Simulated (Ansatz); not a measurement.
Effect of biaxial strain +1.00 %, plane normal [001], relaxed out of plane on GaP

The parent structure is GaP in the zinc blende structure (space group F-43m, No. 216; a = 5.391 Å). Axes: x, y, z lie along the cube axes.

The change: biaxial strain +1.00 %, plane normal [001], relaxed out of plane (Cartesian); in-plane vectors clamped, the third vector and the atoms free.

The values are results of Kohn–Sham DFT with the LDA functional, run in Ansatz (a quantum-chemistry and plane-wave program) with PAW and 420 eV plane waves, no spin-orbit coupling, not measurements. k-mesh 11×11×11 (Γ-centred); smearing 0.05 eV (Fermi–Dirac).

```tsv
quantity	base	changed	shift
volume per atom	19.59 Å³	19.80 Å³	+0.21 Å³
space group	F-43m (No. 216)	I-4m2 (No. 119)	–
shortest interatomic distance	2.335 Å	2.343 Å	+0.0086 Å
energy relative to the base (free energy F)	0 meV/atom	+1.8 meV/atom	+1.8 meV/atom
pressure (mean of the normal stresses, compression positive)	-0.01 GPa	-0.96 GPa	-0.955 GPa
band gap	1.38 eV	1.22 eV	-0.16 eV
gap character	–	indirect, Γ → Γ–M (87 % along)	–
smallest direct gap	1.88 eV	1.72 eV	-0.16 eV
electron mass	1.1 mₑ along k, 0.22 mₑ across (off the special points)	1.0 mₑ along k, 0.23 mₑ across (off the special points)	–
hole mass	–	0.11 mₑ out of plane, 0.35 mₑ in plane (at Γ)	–
valence-band top at Γ (three highest levels, from the VBM)	0.00, 0.00, 0.00 eV	0.00, -0.11, -0.11 eV	–
out-of-plane strain	–	-0.91 %	–
ratio −ε⊥/ε∥	–	0.91	–
mean in-plane stress (compression positive)	–	-1.4 GPa	–
```

Final structure (turned so that z lies along the plane normal):

```xyz
2
Lattice="3.8504 0.0000 0.0000 0.0000 3.8504 0.0000 1.9252 -1.9252 2.6712" Properties=species:S:1:pos:R:3 pbc="T T T"
Ga     0.0000     0.0000     0.0000
P      3.8504     1.9252     1.3356
```

Effective masses come from finite differences of ±0.01 Å⁻¹. Along k means along the line from Γ to the band edge. Stability against distortions was not tested. k-point labels follow each cell's own Brillouin zone.
